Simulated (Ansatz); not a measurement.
CsCl-type CoAl was calculated with r²SCAN (plane waves, PAW; Ansatz, a first-principles code).

Numerical settings: plane-wave cutoff 500 eV, 20×20×20 k mesh, Fermi–Dirac smearing 0.1 eV, no spin polarisation, scalar-relativistic PAW data made under PBE.

Computed at the level's own relaxed cell.

Q: Predict the equilibrium volume per atom and equilibrium lattice constant a.

A: 
- equilibrium volume per atom: 11.26 Å³/atom
- equilibrium lattice constant a: 2.824 Å

Measured, for comparison: equilibrium volume per atom 11.71 Å³/atom, lattice constant a 2.861 Å (room temperature, no zero-point or thermal correction; as tabulated in Yamada et al. (2019), arXiv:1910.09660). Computed (rounded) less measured: equilibrium volume per atom -3.8 %, lattice constant a -1.3 %. A static lattice is as a rule a little smaller and stiffer than an uncorrected measurement, which narrows the difference in the lattice constant a and would widen misses of the other sign.

Computed values are for the static lattice.

It cost roughly 50 core-seconds of CPU time.
